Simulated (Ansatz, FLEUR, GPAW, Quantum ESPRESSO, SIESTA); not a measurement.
**One structure in several programs: RbNO₃ (R32, 5 atoms in the cell)**

Self-consistent single point.

```yaml
crystal:
  lattice:
    - [3.11148, 1.79641, 3.11782]
    - [-3.11148, 1.79641, 3.11782]
    - [0.00000, -3.59282, 3.11782]
  atoms:
    - { symbol: Rb, position: [0.50000, 0.50000, 0.50000] }
    - { symbol: N, position: [0.00000, 0.00000, 0.00000] }
    - { symbol: O, position: [0.00000, 0.79343, 0.20657] }
    - { symbol: O, position: [0.20657, 0.00000, 0.79343] }
    - { symbol: O, position: [0.79343, 0.20657, 0.00000] }
```

Shared settings, as Ansatz (a first-principles code) writes them: kpoints.mp_grid.grid = 2 2 2; scf.occupations.method = fixed. Potentials and cutoffs stand in the table.

```tsv
code	model	pressure (GPa)	largest force (eV/Å)	gap on the mesh (eV)	cutoff
Quantum ESPRESSO	PBEsol, GBRV 1.5 ultrasoft (PBESOL) pseudopotentials	-4.17	1.483	2.912	40 Ry
Ansatz	PBEsol, PAW files made with PBE	-4.69	1.635	2.918	420 eV
SIESTA	GGA PBEsol, numerical atomic orbitals TZP, PseudoDojo PBEsol standard norm-conserving potentials (rewritten from UPF to PSML)	-4.46	0.911	2.791	grid 350 Ry
FLEUR	PBEsol, all-electron FLAPW (FLEUR), scalar-relativistic valence	–	1.317	3.002	Kmax 4.7 1/bohr
GPAW	PBEsol, GPAW PAW datasets PBEsol (made by gpaw-setup)	–	1.616	2.913	900 eV
```

A dash marks a value that a program does not give, or that is left out as unsure.

Gaps are read on the mesh.

The spread over the programs that give each value: pressure within 0.52 GPa; largest force within 0.724 eV/Å; gap on the mesh within 0.211 eV.

SIESTA uses small atom-centred bases, whose incompleteness enters pressures, forces and empty levels differently from a plane-wave cutoff. FLEUR treats all electrons, but the usual bases taken here (sphere radii, linearisation, local orbitals, empty states) were not tested for convergence, so the values are no reference for the others. Ansatz's pressure is given at a fixed set of plane waves, as the other plane-wave codes print theirs; with its correction for the finite basis it is -4.39 GPa (the shift of 0.30 GPa shows how far the cutoff is from converged). The pressure of GPAW is left out: its cutoff lies under the one at which its stress was checked. In the gap, SIESTA (by 0.122) lies more than 0.12 eV from the median of the plane-wave programs. In the force vectors, Quantum ESPRESSO (by 0.132), SIESTA (by 0.705) and FLEUR (by 0.299) lie more than 0.08 eV/Å from the median of the plane-wave programs.

On the base mesh (5 5 5) the same programs gave: Ansatz pressure -4.71 GPa, gap on the mesh 2.967 eV; Quantum ESPRESSO pressure -4.19 GPa, gap on the mesh 2.961 eV; GPAW gap on the mesh 2.962 eV; FLEUR gap on the mesh 3.055 eV; SIESTA pressure -4.70 GPa, gap on the mesh 2.877 eV.

The starting cell comes from a database of computed structures (which also holds hypothetical and non-ambient phases and stackings), without a prior relaxation at this level. Its lattice was rescaled by a random factor within 2.5 % of one.

Left out of this page: CP2K (on another mesh).

Keys are those of Ansatz 0.2.
